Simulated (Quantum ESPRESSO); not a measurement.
A series of runs on Ni₆Mo₂P₃ (Pmmn, 22 atoms in the cell)

```xyz
22
Lattice="3.5275 0.0000 0.0000 0.0000 12.8489 0.0000 0.0000 0.0000 5.6748" Properties=species:S:1:pos:R:3 pbc="T T T"
Ni     1.7638     1.2668     3.1105
Ni     1.7638    11.5821     3.1105
Ni     0.0000     5.1577     2.5643
Ni     0.0000     7.6912     2.5643
Ni     1.7638     0.0000     5.3182
Ni     0.0000     6.4244     0.3567
Ni     1.7638     9.1228     3.6190
Ni     1.7638     3.7260     3.6190
Ni     0.0000    10.1505     2.0558
Ni     0.0000     2.6984     2.0558
Ni     1.7638     6.4244     4.1504
Ni     0.0000     0.0000     1.5244
Mo     1.7638     8.5784     0.6592
Mo     1.7638     4.2704     0.6592
Mo     0.0000    10.6949     5.0156
Mo     0.0000     2.1540     5.0156
P      0.0000     4.6514     4.6789
P      0.0000     8.1974     4.6789
P      1.7638     1.7730     0.9959
P      1.7638    11.0758     0.9959
P      0.0000     0.0000     3.8139
P      1.7638     6.4244     1.8609
```

Base run A: PBEsol, PSlibrary PAW (PBE) pseudopotentials run with Quantum ESPRESSO 7.5, self-consistent single point.

Its settings: ecutwfc = 55 Ry; ecutrho = 330 Ry; occupations = smearing; smearing = gaussian; degauss = 0.0073499 Ry; input_dft = pbesol; K_POINTS = automatic 6 2 3 1 1 1; conv_thr = 1e-10 Ry; mixing_beta = 0.4.

The starting cell comes from a database of computed structures (which also holds hypothetical and non-ambient phases and stackings), without a prior relaxation at this level. Spin polarisation is off, so a magnetic state, if there is one, cannot be reached. In the base run, with a pressure of about -6 GPa the cell is away from its equilibrium volume at this level. Without a gap this mesh is coarse (it stands for a supercell whose shortest vector is 17 Å).

ΔF is the free energy per atom less that of run A. 

```
run         degauss  ΔF (meV/atom)  pressure (GPa)  largest force (eV/Å)  TS (meV/atom)
---  --------------  -------------  --------------  --------------------  -------------
A      0.0073499 Ry           0.00           -6.06                 0.099            3.2
B    0.000146997 Ry           1.55           -6.09                 0.108            0.0
C    0.000734986 Ry           1.51           -6.10                 0.104            0.1
D      0.0018375 Ry           1.40           -6.10                 0.103            0.2
E      0.0036749 Ry           1.15           -6.09                 0.102            0.7
F       0.011025 Ry           -2.1           -6.02                 0.095            7.5
G         0.0147 Ry           -5.0           -5.96                 0.106           13.3
```

Run C against A: The free energy rises by 1.5 meV/atom, the pressure moves little (-6.06 to -6.10 GPa) and the largest force goes from 0.099 to 0.104 eV/Å.

Run F against A: The free energy falls by 2.1 meV/atom, the pressure moves little (-6.06 to -6.02 GPa) and the largest force hardly changes (0.099 to 0.095 eV/Å).

Run G against A: The free energy goes down by 5.0 meV/atom, the pressure goes from -6.06 to -5.96 GPa and the largest force goes from 0.099 to 0.106 eV/Å.
